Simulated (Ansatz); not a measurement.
An Ansatz (a first-principles code) input (r2SCAN, PAW, 500 eV (Ansatz; no spin-orbit coupling)):

Ansatz 0.2 input:
```yaml
crystal:
  lattice:
    - [3.1026634871, 0.0582506663, 0.0150675057]
    - [-1.5008851868, 2.6201933038, -0.0119730498]
    - [0.0241455299, -0.0082144586, 5.0247594571]
  atoms:
    - { symbol: Al, position: [0.3333333333, 0.6666666667, 0.9965936824] }
    - { symbol: Al, position: [0.6666666667, 0.3333333333, 0.4965936824] }
    - { symbol: N, position: [0.3333333333, 0.6666666667, 0.3782063176] }
    - { symbol: N, position: [0.6666666667, 0.3333333333, 0.8782063176] }
basis: { ecutwfc: 500, ecutrho_ratio: 4, xc_grid: 4, fft_grid_basis: typed }
kpoints: { mp_grid: { grid: [12, 12, 7] } }
hamiltonian:
  xc: r2scan
  dispersion: none
  pseudopotentials: { kind: paw }
scf: { occupations: { method: fermi_dirac, width: 0.05 }, convergence: { dr2_threshold: 0.0000000004 } }
relax: { f_tol: 0.005, max_steps: 50 }
output: { forces: true, stress: true }
checkpoint: { write: state.ck, write_every: 1000 }
```

Question: Which symmetry and how many k-points will the program report, and about how many plane waves at Γ?

Answer: Space group P1 (ITA 1) with 1 operations, k-points 506 of 1008, and 1061 plane waves at Γ.

Question: And the final pressure?

Answer: 1.82 GPa (compression positive).

The cells carry an imposed strain or load. Whether these cells are dynamically stable was not tested. The cell was made from AlN in the wurtzite structure (space group P6_3mc, No. 186) by this change: strain tensor (xx, yy, zz, yz, xz, xy) = (−0.13, −1.53, +0.93, −0.17, +0.49, +1.88) %.
